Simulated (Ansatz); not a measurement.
Here is the system:

```yaml
crystal:
  lattice:
    - [4.47313, 0.00000, 0.00000]
    - [2.23656, 3.87384, 0.00000]
    - [0.00000, 0.00000, 35.08762]
  atoms:
    - { symbol: Mg, position: [0.66667, 0.16667, 0.21882] }
    - { symbol: Si, position: [0.33333, 0.83333, 0.23803] }
    - { symbol: Mg, position: [0.00000, 0.50000, 0.26633] }
    - { symbol: Mg, position: [0.33333, 0.83333, 0.31734] }
    - { symbol: Si, position: [0.00000, 0.50000, 0.34392] }
    - { symbol: Mg, position: [0.66667, 0.16667, 0.36987] }
    - { symbol: Mg, position: [0.00000, 0.50000, 0.42196] }
    - { symbol: Si, position: [0.66667, 0.16667, 0.44796] }
    - { symbol: Mg, position: [0.33333, 0.83333, 0.47397] }
    - { symbol: Mg, position: [0.66667, 0.16667, 0.52603] }
    - { symbol: Si, position: [0.33333, 0.83333, 0.55204] }
    - { symbol: Mg, position: [0.00000, 0.50000, 0.57804] }
    - { symbol: Mg, position: [0.33333, 0.83333, 0.63013] }
    - { symbol: Si, position: [0.00000, 0.50000, 0.65608] }
    - { symbol: Mg, position: [0.66667, 0.16667, 0.68266] }
    - { symbol: Mg, position: [0.00000, 0.50000, 0.73367] }
    - { symbol: Si, position: [0.66667, 0.16667, 0.76197] }
    - { symbol: Mg, position: [0.33333, 0.83333, 0.78118] }
```

No spin polarisation.

Calculations: PBEsol (Ansatz, a program for electronic structure; PAW; 420 eV plane waves; no SOC). Settings: 9×9×1 k-points, 0.05 eV Fermi–Dirac smearing. The cell is a slab with vacuum along z.

Problem. Estimate the layer's space group (with vacuum).

Solution. P-3m1 (No. 164).

Problem. What band gap does the calculation give?

Solution. 0.28 eV.

Problem. What valence-band top at Γ (three highest levels, from the VBM) does the calculation give?

Solution. 0.00, 0.00, -0.13 eV.

Problem. What is the computed smallest direct gap?

Solution. 1.03 eV.

Whether these cells are dynamically stable was not tested. The cell was made from Mg2Si (space group Fm-3m, No. 225) by this change: a free-standing slab of 6 layers (18 atoms, 3 a layer) is cut normal to [111], with 15 Å of vacuum and the in-plane cell held at bulk. A zero or small gap of Mg2Si can be the functional's error rather than a property of the material.
